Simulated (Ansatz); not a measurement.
**CuGaSe2: stress against strain**

CuGaSe2 (chalcopyrite, I-42d, 20.787 Å³/atom and stress up to 0.01 GPa in the relaxed cell, c along z) under a strain ε along a (axis x), the other axes held. LDA in Ansatz, a plane-wave DFT program (PAW, default set), 420 eV, 9×9×9 Γ-centred mesh, Fermi-Dirac smearing 0.05 eV; ions are relaxed, or left where forces stay under 0.02 eV/Å, within the symmetry of each cell. Stress is positive for a compressed cell.

Here s stands for strain and y for stress xx.

| strain (%) | stress xx (GPa) |
|---|---|
| -3.00 | ? |
| -1.50 | 1.62 |
| -0.75 | 0.80 |
| 0.00 | 0.00 |
| 0.75 | -0.79 |
| 1.50 | -1.55 |

Question: Fit y against s with a straight line, and predict the withheld value at s = -3.00.

Answer: Means: s 0, y 0.016. About the means, the sum of products is -5.9475 and the sum of squares of s is 5.6250; the slope is their ratio. Least squares gives y = 0.016 - 1.0573·s. Residuals (row less fit): 0.018, -0.009, -0.016, -0.013, 0.020; standard error 0.020 (degrees of freedom: 3). The slope gives the elastic constant C11 = 105.7 ± 0.9 GPa (± standard error of the fit, which holds the terms cut off). At the withheld row, y = 0.016 - 1.0573 × (-3.00) = 3.188 GPa. The calculation gives 3.32 GPa, 0.132 GPa above the prediction (2.7 % of the range of y in the table). The row lies outside the fitted rows, so this is an extrapolation. From the scatter of the fitted rows alone, a prediction at this place has a standard error of 0.034 GPa, so the miss is 3.9 times that.

A polynomial of degree 2 through the 7 other runs of the series gives 3.32 there, so most of the miss is curvature that the fit leaves out. Rows are the converged runs of the series near zero and its far end; series whose fitted rows scatter by over a few per cent of the range, as at a crossing or softening among them, aren't shown in this form, nor equations of state whose B0' disagrees with the runs' pressures. Most that stay on the fit to the last digits aren't either.
